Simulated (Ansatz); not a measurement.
Functionals compared on a constructed model of the (0001) surface of hcp Hf, a pseudomorphic layer of Re in the host's stacking (bottom of the slab: a bare face, its two planes held), in Ansatz (plane waves, PAW). The structure was relaxed with PBE; the other rows are single points on it. Cutoff 420 eV (500 eV for r2SCAN).

Slab: 7 atoms, 15.5 Å thick at the start; k 13x13x1, smearing 0.1 eV, dipole-corrected; 2 atoms held, the rest relaxed; symmetry of the start imposed; no spin, no spin-orbit, no U. It is one candidate, not shown to be the stable structure of the face. These notes are the PBE run's.

```tsv
functional	work function of the top face (eV)	rough cost of the single point
PBE	4.41	–
RPBE	4.27	around 50 core-seconds (rough)
r2SCAN	…	very roughly 80 core-seconds
```

Task: Complete the blanks.

Result: 
- r2SCAN, work function of the top face (eV): 4.43

Ansatz is a program for electronic structure.
